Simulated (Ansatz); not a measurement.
Consider TaN (space group P6/mmm, No. 191).

```
TaN
1.0
    5.20166     0.00000     0.00000
   -2.60083     4.50477     0.00000
    0.00000     0.00000     2.90614
Ta N
3 3
Direct
  0.00000   0.00000   0.00000
  0.33333   0.66667   0.50000
  0.66667   0.33333   0.50000
  0.50000   0.00000   0.00000
  0.50000   0.50000   0.00000
  0.00000   0.50000   0.00000
```

Cartesian axes are those of the cell as printed.

Method: PBEsol/PAW in Ansatz (a program for electronic structure), spin-orbit coupling left out.

For the base:

The pressure is 0.0 GPa and the volume per atom comes out as 11.35 Å³.

Now apply this change: biaxial strain −0.46 %, plane normal [001], relaxed out of plane (Cartesian); in-plane vectors clamped, the third vector and the atoms free.

Q: What happens to the pressure and volume per atom?

A: The pressure (mean of the normal stresses, compression positive) goes from zero to 1.5 GPa; the volume per atom decreases by 0.07 Å³ to 11.28 Å³.

Stability against distortions was not tested. The final runs are not spin-polarised. This is not the structure that TaN has at room temperature and ambient pressure.
